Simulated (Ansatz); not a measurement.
Band structure of MgNi3C (Pm-3m, 5 atoms in the cell).

```xyz
5
Lattice="3.7019 0.0000 0.0000 0.0000 3.7019 0.0000 0.0000 0.0000 3.7019" Properties=species:S:1:pos:R:3 pbc="T T T"
Mg     0.0000     0.0000     0.0000
Ni     0.0000     1.8509     1.8509
Ni     1.8509     0.0000     1.8509
Ni     1.8509     1.8509     0.0000
C      1.8509     1.8509     1.8509
```
Moments meant for the start (each program seeds them in its own way; μB, in the order of the atoms Mg Ni Ni Ni C): 0.0 2.0 2.0 2.0 0.0.

Level of theory: LDA (PW92), PAW files made with PBE (plane waves; Ansatz, a first-principles code).

Settings: kpoints.mp_grid.grid = 9 9 9; hamiltonian.xc = lda; hamiltonian.pseudopotentials = {kind: paw} (the program's default PAW files); magnetization.spin_polarized = true; scf.occupations.method = gaussian; scf.occupations.width = 0.2 eV; kpoints.band_path.npoints = 8.

The starting cell comes from a database of computed structures (which also holds hypothetical and non-ambient phases and stackings), without a prior relaxation at this level. Its lattice was rescaled by a random factor within 2.5 % of one. The starting moments vanished: the run ended non-magnetic, which need not be the lowest state. The program warned that a starting moment was not kept.

Levels in eV from the Fermi level, bands 31 to 38 of the first spin channel:
```json
[
 {"point": "Γ", "31": "-1.61", "32": "-0.85", "33": "-0.85", "34": "-0.85", "35": "-0.58", "36": "3.80", "37": "5.36", "38": "5.36"},
 {"point": "X", "31": "-1.60", "32": "-1.19", "33": "-0.85", "34": "0.13", "35": "0.13", "36": "3.86", "37": "4.43", "38": "6.00"},
 {"point": "M", "31": "-1.59", "32": "-1.20", "33": "-0.53", "34": "-0.14", "35": "-0.14", "36": "1.37", "37": "5.09", "38": "5.95"},
 {"point": "R", "31": "-1.24", "32": "-1.24", "33": "-0.80", "34": "-0.80", "35": "-0.80", "36": "1.31", "37": "1.31", "38": "1.31"}
]
```

Bands cross the Fermi level along this path, so the cell is metallic at this level.

The net moment of the cell came out as 0.00 μB.

Keys are those of Ansatz 0.2.
